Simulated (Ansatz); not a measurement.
The starting structures come from a database of crystals and need not be the phases stable at ambient conditions.

The decay constant κ of evanescent states in the gap governs leakage through a thin film.

Input:

```
CELL_PARAMETERS angstrom
      4.70589     0.00000     0.00000
      0.00000     6.62028     0.00000
      0.00000     0.00000     4.70589
ATOMIC_POSITIONS crystal
  Mg 0.50000 0.50000 0.50000
  Cd 0.00000 0.00000 0.00000
  Te 0.50000 0.74455 0.00000
  Te 0.00000 0.25545 0.50000
```

Space group of this cell: P-4m2. The cell is strained (all lengths scaled by 1.02); by PBEsol its mean pressure is -2.7 GPa.

Transport runs along the normal of the first two printed cell vectors, the (100) plane of the conventional cell.

The gap is the functional's own. No spin-orbit coupling. Mid-gap values are interpolated on the energy grid.

Task: Give the band gap and the smallest decay constant κ at mid-gap that Ansatz (a program for electronic structure) with PBEsol yields.

Result: Gap 1.15 eV on a 6×6×6 mesh; κ = 0.086 1/Å, at the zone centre.
